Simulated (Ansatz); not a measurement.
The starting structures come from a database of crystals and need not be the phases stable at ambient conditions.

Inside the gap of an insulator the Bloch states are evanescent, with a wavenumber k + iκ along the transport direction.

Input:

```xyz
8
Lattice="3.6808 0.0000 0.0000 0.0000 10.6578 0.0000 0.0000 0.0000 4.3555" Properties=species:S:1:pos:R:3 pbc="T T T"
Ge     2.7606     9.3312     1.5895
Ge     0.9202     1.3266     2.7660
Ge     0.9202     6.6555     3.7672
Ge     2.7606     4.0023     0.5883
S      2.7606     6.9342     2.1553
S      0.9202     3.7236     2.2002
S      0.9202     9.0525    -0.0224
S      2.7606     1.6053     4.3779
```

Space group of this cell: Pnma. The cell was relaxed by PBE-D3(BJ); by PBEsol its mean pressure is -2.7 GPa.

Transport runs along the normal of the first two printed cell vectors.

The gap is the functional's own. No spin-orbit coupling. Mid-gap values are interpolated on the energy grid.

### Question
Give the band gap and the smallest decay constant κ at mid-gap that PBEsol in Ansatz (a quantum-chemistry and plane-wave program) yields.

### Answer
Gap 1.19 eV on a 8×4×8 mesh; κ = 0.145 1/Å, at the zone centre.
